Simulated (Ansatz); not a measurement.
The parent structure is MoS₂ (space group P6_3/mmc, No. 194; a = 3.109 Å, c = 11.709 Å; layered, stacked along the Cartesian z axis). Axes: x lies along a and z along c of the hexagonal cell.

Structures relaxed with PBEsol-D3(BJ), PAW, 420 eV (Ansatz, a program for electronic structure; no spin-orbit coupling).

Base:

Simulated powder pattern, Cu Kα1, λ = 1.54056 Å (kinematic, ideal powder, no thermal factors, no anomalous dispersion; the 8 strongest lines at most, above 2 %, up to 2θ = 90°):

| 2θ (°) | I/Imax (%) | hkl |
|---|---|---|
| 15.12 | 100 | (002) |
| 33.25 | 35 | (100) |
| 34.14 | 21 | (101) |
| 36.71 | 16 | (102) |
| 40.68 | 100 | (103) |
| 51.69 | 36 | (105) |
| 59.41 | 24 | (110) |
| 74.49 | 16 | (203) |

The change: the cell is compressed by 1.80 % along x with no lateral relaxation, atoms relaxed at fixed cell.

After the change:

Simulated powder pattern, Cu Kα1, λ = 1.54056 Å (kinematic, ideal powder, no thermal factors, no anomalous dispersion; the 8 strongest lines at most, above 2 %, up to 2θ = 90°):

```json
[
 {"2θ (°)": "15.12", "I/Imax (%)": "100", "hkl": "(002)"},
 {"2θ (°)": "33.72", "I/Imax (%)": "23", "hkl": "(100)"},
 {"2θ (°)": "34.60", "I/Imax (%)": "14", "hkl": "(101)"},
 {"2θ (°)": "40.68", "I/Imax (%)": "35", "hkl": "(013)"},
 {"2θ (°)": "41.07", "I/Imax (%)": "66", "hkl": "(103)"},
 {"2θ (°)": "51.69", "I/Imax (%)": "12", "hkl": "(015)"},
 {"2θ (°)": "52.02", "I/Imax (%)": "23", "hkl": "(105)"},
 {"2θ (°)": "59.71", "I/Imax (%)": "16", "hkl": "(110)"}
]
```

The indices refer to the base's conventional cell; one index is shown for lines that coincide. The space group is now Cmcm (No. 63).

The cells carry an imposed strain or load. Stability against distortions was not tested.
